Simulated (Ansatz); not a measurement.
We consider Er5Ge3 (P6₃/mcm, No. 193), described by r²SCAN in Ansatz (plane waves, PAW).

Numerical settings: plane-wave cutoff 500 eV, 6×6×6 k mesh, Fermi–Dirac smearing 0.05 eV, spin-polarised start, scalar-relativistic PAW data made under PBE.

Computed at the level's own relaxed cell.

Estimate the volume per atom, equilibrium lattice constant a and lattice parameter c that the calculation returns.


- volume per atom: 24.57 Å³/atom
- equilibrium lattice constant a: 8.388 Å
- lattice parameter c: 6.452 Å

Note: the magnetic order was assumed, not searched for or taken from measurement; the 4f shell is treated without U or exact exchange, so its levels and filling can be wrong.

Spin–orbit coupling is not included.

Computed values are for the static lattice.

The result took about 80 core-minutes (a rough figure).

Ansatz is a program for electronic structure.
